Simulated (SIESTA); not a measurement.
Several settings converged on Ag₃Au (I4mm, 4 atoms in the cell)

```yaml
crystal:
  lattice:
    - [-2.05332, 2.05332, 4.08531]
    - [2.05332, -2.05332, 4.08531]
    - [2.05332, 2.05332, -4.08531]
  atoms:
    - { symbol: Ag, position: [0.75000, 0.25000, 0.50000] }
    - { symbol: Ag, position: [0.25000, 0.75000, 0.50000] }
    - { symbol: Ag, position: [0.50612, 0.50612, 0.00000] }
    - { symbol: Au, position: [0.00000, 0.00000, 0.00000] }
```

Base method: GGA PBEsol, numerical atomic orbitals DZP, PseudoDojo PBEsol standard norm-conserving potentials (rewritten from UPF to PSML) (SIESTA).

Base settings: XC.functional = GGA; XC.authors = PBEsol; potentials = PseudoDojo PBEsol standard; PAO.BasisSize = DZP; PAO.EnergyShift = 0.005 Ry; MeshCutoff = 350 Ry; kgrid.MonkhorstPack = 5 5 5; OccupationFunction = MP; OccupationMPOrder = 0; ElectronicTemperature = 1160.45 K.

**Shifted k-point meshes**

Only quantities that move along the ladder and can be compared are tabulated.

```tsv
kgrid.MonkhorstPack	free energy less the last step's (meV/atom)	pressure (GPa)	largest difference of a force vector from the last step's (eV/Å)
2 2 2 shifted by 0.5 0.5 0.5	232.04	-3.71	0.053
4 4 4 shifted by 0.5 0.5 0.5	13.62	-5.60	0.005
6 6 6 shifted by 0.5 0.5 0.5	6.05	-5.25	0.009
8 8 8 shifted by 0.5 0.5 0.5	0.36	-5.15	0.004
10 10 10 shifted by 0.5 0.5 0.5	0.11	-5.15	0.002
15 15 15 shifted by 0.5 0.5 0.5	0.00	-5.17	0.000
```

Coarsest kgrid.MonkhorstPack that holds the forces within 0.02 eV/Å of the last step, with all finer ones: 4 4 4 shifted by 0.5 0.5 0.5; the step before is off by 0.053 eV/Å.

Coarsest kgrid.MonkhorstPack that holds the pressure within 0.05 GPa of the last step, with all finer ones: 8 8 8 shifted by 0.5 0.5 0.5; the step before is off by 0.08 GPa.

Coarsest kgrid.MonkhorstPack that holds the free energy within 5 meV/atom of the last step, with all finer ones: 8 8 8 shifted by 0.5 0.5 0.5; the step before is off by 6.1 meV/atom.

**The k-point mesh at a smearing width of 0.3 eV**

In this ladder: ElectronicTemperature = 3481.36 K.

Only quantities that move along the ladder and can be compared are tabulated.

| kgrid.MonkhorstPack | free energy less the last step's (meV/atom) | pressure (GPa) | largest difference of a force vector from the last step's (eV/Å) |
|---|---|---|---|
| 4 4 4 | -18.89 | -5.60 | 0.015 |
| 6 6 6 | -3.16 | -4.99 | 0.002 |
| 12 12 12 | 0.15 | -5.13 | 0.000 |
| 15 15 15 | 0.00 | -5.14 | 0.000 |

Coarsest kgrid.MonkhorstPack that holds the free energy within 5 meV/atom of the last step, with all finer ones: 6 6 6; the step before is off by 19 meV/atom.

Coarsest kgrid.MonkhorstPack that holds the pressure within 0.1 GPa of the last step, with all finer ones: 12 12 12; the step before is off by 0.15 GPa.

Coarsest kgrid.MonkhorstPack that holds the forces within 0.005 eV/Å of the last step, with all finer ones: 6 6 6; the step before is off by 0.015 eV/Å.

On the base run: the starting cell comes from a database of computed structures (which also holds hypothetical and non-ambient phases and stackings), without a prior relaxation at this level. Its lattice was rescaled by up to half a per cent. One atom was moved a little off its site on purpose. Values carry the incompleteness of an atom-centred basis. In the base run, with a pressure of about -5 GPa the cell is away from its equilibrium volume at this level.
